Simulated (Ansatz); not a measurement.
A15 Nb3Sn (cubic form, which distorts at low temperature) was calculated with revPBE (PAW; Ansatz, an electronic-structure program).

Run with plane-wave cutoff 520 eV, 10×10×10 k mesh, Fermi–Dirac smearing 0.05 eV, no spin polarisation, scalar-relativistic PAW data made under PBE.

Pressure at four volumes; x = ln(V/19.050 Å³). One pressure is withheld.

```tsv
V (Å³/atom)	x	P (GPa)
17.907	-0.0619	11.01
19.050	0.0000	0.01
19.812	0.0392	-5.63
20.192	0.0582	?
```

### Question
Pass a parabola P(x) through the three rows shown, estimate the bulk modulus and its pressure derivative near zero pressure, and predict the withheld pressure.

### Answer
Slopes between the rows: (0.01 − (11.01))/(0.0000 − (-0.0619)) = -177.71 and (-5.63 − (0.01))/(0.0392 − (0.0000)) = -143.88 GPa. Their difference over the span 0.1011 is c = 33.83/0.1011 = 334.6 GPa, so P(x) = 11.01 + (-177.71)(x − (-0.0619)) + 334.6 (x − (-0.0619))(x − (0.0000)). At the middle row B = −dP/dx = −[-177.71 + 334.6 × 0.0619] = 157.0 GPa, and B′ = dB/dP = 2c/B = 4.3. At x = 0.0582 the parabola gives -7.99 GPa; the run gives -8.04 GPa. The Birch–Murnaghan fit to the energies at all volumes has B0 = 156 GPa and B′ = 4.2.

Measured, for comparison: bulk modulus 165 GPa (4 K, zero-point motion not removed; as tabulated in Lu and Klein (1997), arXiv:cond-mat/9704251). Computed (rounded) less measured: bulk modulus -5 %.

Note: symmetry holds this phase in the static calculation, where it need not be a minimum.

Spin–orbit coupling is not included.
